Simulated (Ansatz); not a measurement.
For TaSeS (P3m1, No. 156, 3 atoms in the cell; start mp-1217890), LDA (PAW; Ansatz, an electronic-structure program) gives:

lattice constant a: 3.349 Å
c axis length: 5.909 Å
bulk modulus B0: 44.9 GPa
cohesive energy: 6.63 eV/atom

Question: What does PBEsol in Ansatz (plane waves, PAW) give for the same quantities?

Answer: 
- lattice constant a: 3.375 Å (rises by 0.8 %)
- lattice parameter c: 6.099 Å (rises by 3.2 %)
- bulk modulus: 27.6 GPa (falls by 39 %)
- cohesive energy: 6.07 eV/atom (shrinks by 0.56 eV/atom)

Changes are worked out from the printed values.

Unless a cell is named, each level is at its own relaxed cell (LDA 19.13, PBEsol 20.05 Å³/atom).

Levels without +SOC leave out spin–orbit coupling, which shifts energies and cells of such heavy elements.

Caveats: the bulk modulus is −V dP/dV from two relaxed cells at ±2 % in volume (LDA, PBEsol); the relaxation could not lower the start's symmetry, so the cell can be a saddle point above a distorted one (LDA, PBEsol). Ansatz's density-functional and Hartree–Fock values are scalar-relativistic unless marked +SOC, with PAW data made under PBE.

A start named mp-… is a Materials Project structure, which need not be a measured phase.
